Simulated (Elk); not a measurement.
# Elk run on Al₃Sc (Pm-3m, 4 atoms in the cell): self-consistent single point

Level of theory: PBE, all-electron FP-LAPW, Elk's shipped species files, APW+lo basis with extra local orbitals (Elk).

Input:

```
tasks
  0

xctype
  20

tforce
  .true.

rgkmax
  7.5

gmaxvr
  18.0

lmaxapw
  10

lmaxo
  8

nxlo
  2

lorbcnd
  .true.

lradstp
  2

nrmtscf
  2.0

lmaxi
  4

swidth
  0.00499791

maxscl
  100

scale
  1.889726125

avec
    4.0257900000    0.0000000000    0.0000000000
    0.0000000000    4.0257900000    0.0000000000
    0.0000000000    0.0000000000    4.0257900000

sppath
  'species/'

atoms
  2
  'Sc.in'
  1
  0.0000000000  0.0000000000  0.0000000000    0.0 0.0 0.0
  'Al.in'
  3
  0.0000000000  0.5000000000  0.5000000000    0.0 0.0 0.0
  0.5000000000  0.0000000000  0.5000000000    0.0 0.0 0.0
  0.5000000000  0.5000000000  0.0000000000    0.0 0.0 0.0

ngridk
  7 7 7
```

Log, with long lists cut:

```
│ Elk code version 10.2.4 │

All units are atomic (Hartree, Bohr, etc.)

│ Ground-state run starting from atomic densities │

Lattice vectors :
   7.607640537       0.000000000       0.000000000
   0.000000000       7.607640537       0.000000000
   0.000000000       0.000000000       7.607640537

Unit cell volume      :    440.3012837
Brillouin zone volume :   0.5633647292

Muffin-tin inner radius fraction :   0.1000000000E-01

Nuclei treated as point charges

Species :    1 (Sc)
 parameters loaded from : Sc.in
 name : scandium
 nuclear charge    :   -21.00000000
 electronic charge :    21.00000000
 atomic mass :    81949.61066
 muffin-tin radius :    2.400000000
 number of radial points in muffin-tin :    999
 atomic positions (lattice), magnetic fields (Cartesian) :
   1 :   0.00000000  0.00000000  0.00000000    0.00000000  0.00000000  0.00000000

Species :    2 (Al)
 parameters loaded from : Al.in
 name : aluminium
 nuclear charge    :   -13.00000000
 electronic charge :    13.00000000
 atomic mass :    49184.33492
 muffin-tin radius :    2.200000000
 number of radial points in muffin-tin :    799
 atomic positions (lattice), magnetic fields (Cartesian) :
   1 :   0.00000000  0.50000000  0.50000000    0.00000000  0.00000000  0.00000000
   2 :   0.50000000  0.00000000  0.50000000    0.00000000  0.00000000  0.00000000
   3 :   0.50000000  0.50000000  0.00000000    0.00000000  0.00000000  0.00000000

Total number of atoms per unit cell :    4

Spin treatment :
 spin-unpolarised

Number of Bravais lattice symmetries :   48
Number of crystal symmetries         :   48
Crystal has inversion symmetry
Real symmetric eigensolver will be used

k-point grid :      7     7     7
k-point offset :    0.000000000       0.000000000       0.000000000
k-point set is reduced with full crystal symmetry group
Total number of k-points :       20

Muffin-tin radius times maximum |G+k| :    7.500000000
 using average radius
   [... lines left out ...]
 potential will be trimmed for |G| > 2 gkmax
Constant for pseudocharge density :   11
Radial integration step length :    2

G-vector grid sizes :     45    45    45
Number of G-vectors :    43387

Maximum angular momentum used for
 APW functions                      :   10
 outer part of muffin-tin           :    8
 inner part of muffin-tin           :    4

Total nuclear charge    :   -60.00000000
Total core charge       :    22.00000000
Total valence charge    :    38.00000000
Total excess charge     :    0.000000000
Total electronic charge :    60.00000000

Effective Wigner radius, rₛ :    1.205507816

Number of empty states         :   16
Total number of valence states :   35
Total number of core states    :   22

Conduction state local-orbitals added automatically
Total number of local-orbitals :  410

Exchange-correlation functional :     20     0     0
 Perdew-Burke-Ernzerhof, Phys. Rev. Lett. 77, 3865 (1996)
 gradient requirement :    1
 generalised gradient approximation (GGA)

Smearing type :    3
 Fermi-Dirac
Smearing width :   0.4997910000E-02
Effective electronic temperature (K) :    1578.215154

Mixing type :    3
 Broyden mixing, J. Phys. A: Math. Gen. 17, L317 (1984)

Kohn-Sham potential initialised from atomic data
│ Self-consistent loop started │
│ Loop number : 1 │
 total energy                :     -1496.16195320
│ Loop number : 2 │
 total energy                :     -1496.12323279
RMS change in Kohn-Sham potential (target) :   0.4776232779     (  0.1000000000E-05)
Absolute change in total energy (target)   :   0.3872040261E-01 (  0.1000000000E-03)
│ Loop number : 3 │
 total energy                :     -1495.44727706
RMS change in Kohn-Sham potential (target) :   0.2864121902     (  0.1000000000E-05)
Absolute change in total energy (target)   :   0.6856358321     (  0.1000000000E-03)
│ Loop number : 4 │
 total energy                :     -1493.53040752
RMS change in Kohn-Sham potential (target) :   0.1004283465     (  0.1000000000E-05)
Absolute change in total energy (target)   :    2.088278503     (  0.1000000000E-03)
│ Loop number : 5 │
 total energy                :     -1493.17036439
RMS change in Kohn-Sham potential (target) :   0.3168030448E-01 (  0.1000000000E-05)
Absolute change in total energy (target)   :   0.8821127506     (  0.1000000000E-03)
   [... lines left out ...]
Absolute change in total energy (target)   :   0.3415292939E-02 (  0.1000000000E-03)
│ Loop number : 11 │
 total energy                :     -1492.80196234
RMS change in Kohn-Sham potential (target) :   0.3915404423E-05 (  0.1000000000E-05)
Absolute change in total energy (target)   :   0.4062324397E-03 (  0.1000000000E-03)
│ Loop number : 12 │
 total energy                :     -1492.80195317
RMS change in Kohn-Sham potential (target) :   0.2372896485E-05 (  0.1000000000E-05)
Absolute change in total energy (target)   :   0.1107291575E-03 (  0.1000000000E-03)
│ Loop number : 13 │
 total energy                :     -1492.80185633
RMS change in Kohn-Sham potential (target) :   0.2395794170E-06 (  0.1000000000E-05)
Absolute change in total energy (target)   :   0.1245218091E-03 (  0.1000000000E-03)
│ Loop number : 14 │
 total energy                :     -1492.80185091
RMS change in Kohn-Sham potential (target) :   0.1654198780E-06 (  0.1000000000E-05)
Absolute change in total energy (target)   :   0.3654751822E-04 (  0.1000000000E-03)
Convergence targets achieved

│ Loop number : 15 │

Energies :
 Fermi                       :     0.301534515226
 sum of eigenvalues          :     -831.978862202
 electron kinetic            :      1500.93799748
 core electron kinetic       :      1257.65767143
 Coulomb                     :     -2898.55313052
 Coulomb potential           :     -2209.91843451
 nuclear-nuclear             :     -231.031438645
 electron-nuclear            :     -3125.12494925
 Hartree                     :      457.603257367
 Madelung                    :     -1793.59391327
 xc potential                :     -122.998425175
 exchange                    :     -92.7473339283
 correlation                 :     -2.43664666232
 electron entropic           :    -0.274010147127E-02
 total energy                :     -1492.80185373

Density of states at Fermi energy :    32.72208372
 (states/Hartree/unit cell)

Estimated indirect band gap :   0.3229057281E-02
 from k-point      3 to k-point      8
Estimated direct band gap   :   0.3734138431E-01
 at k-point      5

Charges :
 core                        :    22.00000000
 valence                     :    38.00000000
 interstitial                :    6.824612189
 muffin-tins (core leakage)
  species :    1 (Sc)
   atom    1                 :    19.35208626     (  0.3438241691E-08)
  species :    2 (Al)
   atom    1                 :    11.27443385     (  0.4751291296E-03)
   atom    2                 :    11.27443385     (  0.4751291296E-03)
   atom    3                 :    11.27443385     (  0.4751291296E-03)
 total in muffin-tins        :    53.17538781
 total calculated charge     :    59.99835998
 total charge                :    60.00000000
 error                       :   0.1640020686E-02

│ Self-consistent loop stopped │

Forces :
 species :    1 (Sc)
  atom :    1
   Hellmann-Feynman          :     0.00000000    0.00000000    0.00000000
   IBS                       :    -0.00000000    0.00000000    0.00000000
   total force               :     0.00000000    0.00000000    0.00000000
   total magnitude           :     0.00000000
 species :    2 (Al)
  atom :    1
   Hellmann-Feynman          :     0.00000000    0.00000000    0.00000000
   IBS                       :    -0.00000000    0.00000000    0.00000000
   total force               :     0.00000000    0.00000000    0.00000000
   total magnitude           :     0.00000000
  atom :    2
   Hellmann-Feynman          :    -0.00000000    0.00000000    0.00000000
   IBS                       :     0.00000000   -0.00000000    0.00000000
   total force               :    -0.00000000    0.00000000    0.00000000
   total magnitude           :     0.00000000
  atom :    3
   Hellmann-Feynman          :     0.00000000    0.00000000    0.00000000
   IBS                       :    -0.00000000   -0.00000000    0.00000000
   total force               :    -0.00000000   -0.00000000    0.00000000
   total magnitude           :     0.00000000
```

The run converged in 15 iterations. The count includes the last loop, which Elk runs after its targets are met.

The starting cell has typed, rounded lattice constants, without a prior relaxation at this level. Its lattice was rescaled by a random factor within 2.5 % of one. Values depend on the basis (sphere radii, cutoffs, local orbitals), which need not be converged. The log's line on a gap gives a spacing of levels on this mesh, which the program prints for metals too.
